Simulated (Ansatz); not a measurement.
# Si: holes 2.0×10^21 cm⁻³

Take Si in the diamond structure (space group Fd-3m, No. 227; a = 5.444 Å) as the base.

The change: 0.0807 holes added to each cell, a density of 2.0×10^21 cm⁻³, with a uniform compensating background at fixed cell and a 300 K Fermi–Dirac width.

Computed with r2SCAN (Ansatz, a first-principles code), no spin-orbit coupling. Γ-centred 24×24×24 mesh, Fermi–Dirac width 0.0259 eV.

* **Gap between the host's bands**: 0.81 eV (base 0.77 eV)
* **Gap character**: indirect, Γ → a point along ⟨100⟩, about 1.0 Å⁻¹ from Γ (base indirect, Γ → a point along ⟨100⟩, about 1.0 Å⁻¹ from Γ)
* **Valley order (the lowest conduction-band minima on the path, energy above the VBM, named in the base's zone)**: a point along ⟨100⟩, about 1.0 Å⁻¹ from Γ 0.82 eV; L along ⟨111⟩ 1.86 eV (base a point along ⟨100⟩, about 1.0 Å⁻¹ from Γ 0.78 eV; L along ⟨111⟩ 1.84 eV)
* **Fermi level relative to the doped band's edge (positive inside the band; to 0.05 eV)**: +0.45 eV

Charged cell with a jellium background: band edges are those of the host's band count, energies are not comparable with the neutral cell, and many-body gap narrowing is missing. Whether these cells are dynamically stable was not tested.
